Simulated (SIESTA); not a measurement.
SIESTA run on Mg3Sc (Pm-3m, 4 atoms in the cell): self-consistent single point.

Level of theory: GGA PBEsol, numerical atomic orbitals TZP, PseudoDojo PBEsol standard norm-conserving potentials (rewritten from UPF to PSML) (SIESTA).

The change in words: lattice scaled by 0.98. Reference geometry:
```xyz
4
Lattice="4.6255 0.0000 0.0000 0.0000 4.6255 0.0000 0.0000 0.0000 4.6255" Properties=species:S:1:pos:R:3 pbc="T T T"
Mg     2.3128     2.3128     0.0000
Mg     0.0000     2.3128     2.3128
Mg     2.3128     0.0000     2.3128
Sc     0.0000     0.0000     0.0000
```

Reference input (self-consistent single point, DFT, GGA PBEsol, numerical atomic orbitals TZP, PseudoDojo PBEsol standard norm-conserving potentials (rewritten from UPF to PSML)): XC.functional = GGA; XC.authors = PBEsol; potentials = PseudoDojo PBEsol standard; PAO.BasisSize = TZP; PAO.EnergyShift = 0.005 Ry; MeshCutoff = 400 Ry; kgrid.MonkhorstPack = 10 10 10; OccupationFunction = FD; ElectronicTemperature = 580.23 K; MaxSCFIterations = 150; SCF.Mixer.Method = Pulay; SCF.Mixer.Weight = 0.25. This run's input differs from it in these lines:

```diff
@@ -10,3 +10,3 @@
 %endblock ChemicalSpeciesLabel
-LatticeConstant              4.625517 Ang
+LatticeConstant              4.533007 Ang
 %block LatticeVectors
@@ -18,5 +18,5 @@
 %block AtomicCoordinatesAndAtomicSpecies
-     2.312758500    2.312758500    0.000000000  1
-     0.000000000    2.312758500    2.312758500  1
-     2.312758500    0.000000000    2.312758500  1
+     2.266503500    2.266503500    0.000000000  1
+     0.000000000    2.266503500    2.266503500  1
+     2.266503500    0.000000000    2.266503500  1
      0.000000000    0.000000000    0.000000000  2
```

Log, with long lists cut:

```
        iscf     Eharris(eV)        E_KS(eV)     FreeEng(eV)     dDmax    Ef(eV) dHmax(eV)
   scf:    1    -6140.650224    -6154.043245    -6154.073167  1.858947 -4.102347  3.222875
   scf:    2    -6154.279489    -6154.165253    -6154.195525  0.037781 -4.141280  2.251116
   scf:    3    -6154.306417    -6154.251325    -6154.282867  0.103412 -4.224740  0.161649
   scf:    4    -6154.255641    -6154.253757    -6154.285029  0.010371 -4.217090  0.063585
   scf:    5    -6154.254866    -6154.254405    -6154.285575  0.009513 -4.216753  0.050413
   scf:    6    -6154.254438    -6154.254436    -6154.285648  0.000991 -4.218810  0.016772
   scf:    7    -6154.254394    -6154.254419    -6154.285657  0.000848 -4.220401  0.001146
   scf:    8    -6154.254422    -6154.254420    -6154.285657  0.000030 -4.220337  0.000045
SCF Convergence by DM+H criterion
max |DM_out - DM_in|         :     0.0000303713
max |H_out - H_in|      (eV) :     0.0000450731
SCF cycle converged after 8 iterations

Using DM_out to compute the final energy and forces

siesta: E_KS(eV) =            -6154.2544

siesta: E_KS - E_eggbox =     -6154.2544

siesta: Atomic forces (eV/Ang):
     1    0.000000    0.000000   -0.000000
     2    0.000000   -0.000000    0.000000
     3    0.000000    0.000000    0.000000
     4   -0.000000   -0.000000   -0.000000
   Tot    0.000000    0.000000   -0.000000
   Max    0.000000
   Res    0.000000    sqrt( Sum f_i^2 / 3N )
   Max    0.000000    constrained

Stress tensor Voigt[x,y,z,yz,xz,xy] (kbar):        2.43        2.43        2.43        0.00       -0.00       -0.00
(Free)E + p*V (eV/cell)    -6154.4271
   [... lines left out ...]
siesta: FreeEng =     -6154.285657
   [... lines left out ...]
siesta:     0.001519   -0.000000   -0.000000
siesta:    -0.000000    0.001519   -0.000000
siesta:    -0.000000    0.000000    0.001519

siesta: Cell volume =         93.144919 Ang**3

siesta: Pressure (static):
siesta:                Solid            Molecule  Units
siesta:          -0.00001654         -0.00001654  Ry/Bohr**3
siesta:          -0.00151878         -0.00151878  eV/Ang**3
siesta:          -2.43335718         -2.43335718  kBar
```

The run converged in 8 iterations. Against the reference run the free energy drops by 12.5 meV/atom and the pressure goes from -2.43 to -0.24 GPa.

The starting cell comes from a database of computed structures (which also holds hypothetical and non-ambient phases and stackings), without a prior relaxation at this level. Its lattice was rescaled by a random factor within 2.5 % of one. For this run, on top of that: lattice scaled by 0.98. Values carry the incompleteness of an atom-centred basis.
